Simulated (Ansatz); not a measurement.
# MgB2: response to strain

Start from MgB$_{2}$ (space group P6/mmm, No. 191; a = 3.064 Å, c = 3.498 Å; relaxed with 0.1 eV smearing). Axes: x lies along a and z along c of the hexagonal cell.

Strains are applied to the cell and any free atomic positions relax; under biaxial strain the out-of-plane vector relaxes too.

Calculations: Ansatz (a program for electronic structure) PBEsol, without spin-orbit coupling.

Candidates:
(a) biaxial strain −0.50 %, plane normal [001], relaxed out of plane
(b) biaxial strain +2.50 %, plane normal [001], relaxed out of plane
(c) biaxial strain +1.00 %, plane normal [001], relaxed out of plane
(d) biaxial strain −1.50 %, plane normal [001], relaxed out of plane
(e) biaxial strain −1.00 %, plane normal [001], relaxed out of plane

Order them by out-of-plane strain, highest first.

(d) biaxial strain −1.50 %, plane normal [001], relaxed out of plane (+0.39 %), (e) biaxial strain −1.00 %, plane normal [001], relaxed out of plane (+0.26 %), (a) biaxial strain −0.50 %, plane normal [001], relaxed out of plane (+0.14 %), (c) biaxial strain +1.00 %, plane normal [001], relaxed out of plane (-0.29 %), (b) biaxial strain +2.50 %, plane normal [001], relaxed out of plane (-0.76 %)

Stability against distortions was not tested. The final runs are not spin-polarised.
